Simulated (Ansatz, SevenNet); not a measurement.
## How the enthalpy of formation of CsCl-type CoGa moves with the method

No measured value is used here.

Problem. Put these levels in order of the enthalpy of formation that they give for CsCl-type CoGa, smallest first: LDA (Ansatz, an electronic-structure program), PBE (Ansatz), PBEsol-D3(BJ) (Ansatz), SevenNet-0, r²SCAN (Ansatz).

Solution. PBEsol-D3(BJ) (-0.410 eV/atom), LDA (-0.376 eV/atom), SevenNet-0 (-0.297 eV/atom), PBE (-0.255 eV/atom), r²SCAN (-0.175 eV/atom)

Each level is taken at its own relaxed cell. Ansatz's density-functional and Hartree–Fock values are scalar-relativistic unless marked +SOC, with PAW data made under PBE.

Machine-learned potentials (SevenNet-0) are trained on DFT data: a solid inside that data is no test of them.
